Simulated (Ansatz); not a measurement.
Start from PbTe in the rock salt structure (space group Fm-3m, No. 225; a = 6.534 Å). Axes: x, y, z lie along the cube axes.

Modification: tensor shear ε_xy = +0.57 % (engineering shear γ = 0.0114), atoms relaxed at fixed cell.

Computed with DFT with r2SCAN, PAW potentials and a 500 eV plane-wave cutoff in Ansatz (an electronic-structure program), no spin-orbit coupling.

Q: Give the band edges at the high-symmetry points of the new zone, measured from its valence-band maximum.

A: 
| point | valence edge (eV) | conduction edge (eV) |
|---|---|---|
| Γ | -1.34 | 4.27 |
| X | -2.74 | 3.71 |
| F₂ | -2.04 | 3.75 |
| Σ₀ | -2.04 | 3.75 |
| Y₀ | -2.07 | 3.87 |
| U₀ | -2.07 | 3.87 |
| R | -0.05 | 1.03 |
| W | -0.41 | 1.90 |
| S | 0.00 | 1.09 |
| T | -2.79 | 3.71 |

The gap is 1.03 eV, indirect, S → R.

With Pb and Te present, leaving out spin-orbit coupling can change the band edges. The cells carry an imposed strain or load. Whether these cells are dynamically stable was not tested. Labels are those of the standard path for the cell's own space group.
